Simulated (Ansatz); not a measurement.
## CsI, pressure series

Base system: CsI in the CsCl type structure (space group Pm-3m, No. 221).

```cif
data_CsI
_chemical_formula_sum 'Cs1 I1'
_space_group_name_H-M_alt 'P 1'
_space_group_IT_number 1
_cell_length_a 4.66692
_cell_length_b 4.66692
_cell_length_c 4.66692
_cell_angle_alpha 90.000
_cell_angle_beta 90.000
_cell_angle_gamma 90.000
loop_
_space_group_symop_operation_xyz
  'x, y, z'
loop_
_atom_site_label
_atom_site_type_symbol
_atom_site_fract_x
_atom_site_fract_y
_atom_site_fract_z
_atom_site_occupancy
Cs1 Cs 0.00000 0.00000 0.00000 1
I1 I 0.50000 0.50000 0.50000 1
```

Cell and atoms are relaxed at each pressure.

Calculations: PBE/PAW in Ansatz (a program for electronic structure), no SOC.

Q: Only one of these has a direct gap. Which?
A. pressure 3 GPa
B. pressure 50 GPa
C. pressure −1 GPa

A: B, pressure 50 GPa. Computed: pressure 50 GPa: direct at Γ; pressure −1 GPa: indirect, M → Γ; pressure 3 GPa: indirect, M → Γ

With I present, leaving out spin-orbit coupling can change the band edges. Load acts through the strain it causes; cell and atoms are relaxed under it. Stability against distortions was not tested. No other phases were tried under pressure.
